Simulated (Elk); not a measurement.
A self-consistent single point of Sc3SnB (Pm-3m, 5 atoms in the cell) with Elk

Level of theory: LDA (PW92), all-electron FP-LAPW, Elk's shipped species files, APW+lo basis with extra local orbitals (Elk).

Input:

```
tasks
  0

xctype
  3

rgkmax
  8.0

gmaxvr
  16.0

nxlo
  2

lorbcnd
  .true.

rmtscf
  0.98

lmaxi
  3

stype
  3

swidth
  0.00367493

scale
  8.814077598

avec
    1.0000000000    0.0000000000    0.0000000000
    0.0000000000    1.0000000000    0.0000000000
    0.0000000000    0.0000000000    1.0000000000

sppath
  './'

atoms
  3   : nspecies
  'Sc.in'   : spfname
  3   : natoms; atposl, bfcmt below
  0.5000000000  0.0000000000  0.5000000000    0.0 0.0 0.0
  0.0000000000  0.5000000000  0.5000000000    0.0 0.0 0.0
  0.5000000000  0.5000000000  0.0000000000    0.0 0.0 0.0
  'Sn.in'   : spfname
  1   : natoms; atposl, bfcmt below
  0.0000000000  0.0000000000  0.0000000000    0.0 0.0 0.0
  'B.in'   : spfname
  1   : natoms; atposl, bfcmt below
  0.5000000000  0.5000000000  0.5000000000    0.0 0.0 0.0

ngridk
  6 6 6
```

The program printed (abridged):

```
│ Elk code version 10.2.4 │

All units are atomic (Hartree, Bohr, etc.)

│ Ground-state run starting from atomic densities │

Lattice vectors :
   8.814077598       0.000000000       0.000000000
   0.000000000       8.814077598       0.000000000
   0.000000000       0.000000000       8.814077598

Unit cell volume      :    684.7477423
Brillouin zone volume :   0.3622505021

Muffin-tin inner radius fraction :   0.1000000000E-01

Nuclei treated as point charges

Species :    1 (Sc)
 parameters loaded from : Sc.in
 name : scandium
 nuclear charge    :   -21.00000000
 electronic charge :    21.00000000
 atomic mass :    81949.61066
 muffin-tin radius :    2.352000000
 number of radial points in muffin-tin :    497
 atomic positions (lattice), magnetic fields (Cartesian) :
   1 :   0.50000000  0.00000000  0.50000000    0.00000000  0.00000000  0.00000000
   2 :   0.00000000  0.50000000  0.50000000    0.00000000  0.00000000  0.00000000
   3 :   0.50000000  0.50000000  0.00000000    0.00000000  0.00000000  0.00000000

Species :    2 (Sn)
 parameters loaded from : Sn.in
 name : tin
 nuclear charge    :   -50.00000000
 electronic charge :    50.00000000
 atomic mass :    216395.0920
 muffin-tin radius :    2.548000000
 number of radial points in muffin-tin :    597
 atomic positions (lattice), magnetic fields (Cartesian) :
   1 :   0.00000000  0.00000000  0.00000000    0.00000000  0.00000000  0.00000000

Species :    3 (B)
 parameters loaded from : B.in
 name : boron
 nuclear charge    :   -5.000000000
 electronic charge :    5.000000000
 atomic mass :    19707.24741
 muffin-tin radius :    1.764000000
 number of radial points in muffin-tin :    297
 atomic positions (lattice), magnetic fields (Cartesian) :
   1 :   0.50000000  0.50000000  0.50000000    0.00000000  0.00000000  0.00000000

Total number of atoms per unit cell :    5

Spin treatment :
 spin-unpolarised

Number of Bravais lattice symmetries :   48
   [... lines left out ...]
 potential will be trimmed for |G| > 2 gkmax
Constant for pseudocharge density :   10
Radial integration step length :    4

G-vector grid sizes :     45    45    45
Number of G-vectors :    47257

Maximum angular momentum used for
 APW functions                      :    8
 outer part of muffin-tin           :    6
 inner part of muffin-tin           :    3

Total nuclear charge    :   -118.0000000
Total core charge       :    62.00000000
Total valence charge    :    56.00000000
Total excess charge     :    0.000000000
Total electronic charge :    118.0000000

Effective Wigner radius, rₛ :    1.114773572

Number of empty states         :   20
Total number of valence states :   48
Total number of core states    :   62

Conduction state local-orbitals added automatically
Total number of local-orbitals :  381

Exchange-correlation functional :      3     0     0
 Perdew-Wang/Ceperley-Alder, Phys. Rev. B 45, 13244 (1992)
 gradient requirement :    0
 local density approximation (LDA)

Smearing type :    3
 Fermi-Dirac
Smearing width :   0.3674930000E-02
Effective electronic temperature (K) :    1160.451112

Mixing type :    3
 Broyden mixing, J. Phys. A: Math. Gen. 17, L317 (1984)

Kohn-Sham potential initialised from atomic data
│ Self-consistent loop started │
│ Loop number : 1 │
 total energy                :     -8482.00221705
│ Loop number : 2 │
 total energy                :     -8482.31553336
RMS change in Kohn-Sham potential (target) :   0.2387670564     (  0.1000000000E-05)
Absolute change in total energy (target)   :   0.3133163052     (  0.1000000000E-03)
│ Loop number : 3 │
 total energy                :     -8485.48338119
RMS change in Kohn-Sham potential (target) :   0.1419414287     (  0.1000000000E-05)
Absolute change in total energy (target)   :    3.246176908     (  0.1000000000E-03)
│ Loop number : 4 │
 total energy                :     -8486.53475024
RMS change in Kohn-Sham potential (target) :   0.9177792959E-01 (  0.1000000000E-05)
Absolute change in total energy (target)   :    1.862913273     (  0.1000000000E-03)
│ Loop number : 5 │
 total energy                :     -8486.53129583
RMS change in Kohn-Sham potential (target) :   0.4912201939E-01 (  0.1000000000E-05)
Absolute change in total energy (target)   :   0.4622739088     (  0.1000000000E-03)
   [... lines left out ...]
Absolute change in total energy (target)   :   0.5984323203E-02 (  0.1000000000E-03)
│ Loop number : 13 │
 total energy                :     -8486.05583523
RMS change in Kohn-Sham potential (target) :   0.1997663422E-05 (  0.1000000000E-05)
Absolute change in total energy (target)   :   0.2019444728E-02 (  0.1000000000E-03)
│ Loop number : 14 │
 total energy                :     -8486.05598408
RMS change in Kohn-Sham potential (target) :   0.1106473670E-05 (  0.1000000000E-05)
Absolute change in total energy (target)   :   0.6537129884E-03 (  0.1000000000E-03)
│ Loop number : 15 │
 total energy                :     -8486.05594472
RMS change in Kohn-Sham potential (target) :   0.1845748232E-06 (  0.1000000000E-05)
Absolute change in total energy (target)   :   0.1240726269E-03 (  0.1000000000E-03)
│ Loop number : 16 │
 total energy                :     -8486.05591935
RMS change in Kohn-Sham potential (target) :   0.8258025786E-07 (  0.1000000000E-05)
Absolute change in total energy (target)   :   0.5649768354E-05 (  0.1000000000E-03)
Convergence targets achieved

│ Loop number : 17 │

Energies :
 Fermi                       :     0.238676328251
 sum of eigenvalues          :     -5072.97585710
 electron kinetic            :      8827.69342356
 core electron kinetic       :      8417.32912588
 Coulomb                     :     -17037.9241434
 Coulomb potential           :     -13535.2927239
 nuclear-nuclear             :     -806.783792107
 electron-nuclear            :     -18926.9879787
 Hartree                     :      2695.84762737
 Madelung                    :     -10270.2777814
 xc potential                :     -365.376556723
 exchange                    :     -265.616361413
 correlation                 :     -10.2069960743
 electron entropic           :    -0.183172875581E-02
 total energy                :     -8486.05590907

Density of states at Fermi energy :    38.96237200
 (states/Hartree/unit cell)

Estimated indirect band gap :   0.6345935733E-02
 from k-point      2 to k-point      1
Estimated direct band gap   :   0.8463678162E-02
 at k-point      2

Charges :
 core                        :    62.00000000
 valence                     :    56.00000000
 interstitial                :    8.772869080
 muffin-tins (core leakage)
  species :    1 (Sc)
   atom    1                 :    19.08393019     (  0.5607704523E-08)
   atom    2                 :    19.08393019     (  0.5607704523E-08)
   atom    3                 :    19.08393019     (  0.5607704523E-08)
  species :    2 (Sn)
   atom    1                 :    48.09188308     (  0.9287092229E-04)
  species :    3 (B)
   atom    1                 :    3.883457275     (  0.9684896962E-04)
 total in muffin-tins        :    109.2271309
 total calculated charge     :    118.0133251
 total charge                :    118.0000000
 error                       :   0.1332506965E-01

│ Self-consistent loop stopped │
```

The run converged in 17 iterations. The count includes the last loop, which Elk runs after its targets are met.

The starting cell comes from a database of computed structures (which also holds hypothetical and non-ambient phases and stackings), without a prior relaxation at this level. Its lattice was rescaled by a random factor within 2.5 % of one. Values depend on the basis (sphere radii, cutoffs, local orbitals), which need not be converged. The log's line on a gap gives a spacing of levels on this mesh, which the program prints for metals too.
